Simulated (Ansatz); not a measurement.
**Al (P6₃/mmc, No. 194, 4 atoms in the cell; start mp-1183144; another form than the element's usual one)**

Calculation: r²SCAN (plane waves, PAW; Ansatz, a first-principles code).

Numerical settings: plane-wave cutoff 560 eV, 24×24×6 k mesh (along the axes of the cell as run), Fermi–Dirac smearing 0.05 eV, scalar-relativistic PAW data made under PBE.

Cell (relaxed at this level):

Al is taken in the hexagonal space group P6₃/mmc (No. 194), Pearson symbol hP4. Cell: a = b = 2.820 Å, c = 9.271 Å, α = β = 90.00°, γ = 120.00°. Al1 on 2a sees 12 Al at 2.820–2.833 Å (cuboctahedral). Al2 on 2c is coordinated by 12 Al at 2.820–2.833 Å (anticuboctahedral). (Neighbours: up to the widest gap in distance over summed covalent radii, below 1.35, at either atom.)

For Al (P6₃/mmc, No. 194, 4 atoms in the cell; start mp-1183144; another form than the element's usual one), the band gap is none and the bulk modulus B0 is 91.2 GPa.

Note: the relaxation could not lower the start's symmetry, so the cell can be a saddle point above a distorted one; the bulk modulus is −V dP/dV from two relaxed cells at ±2 % in volume.

A start named mp-… is a Materials Project structure, which need not be a measured phase.
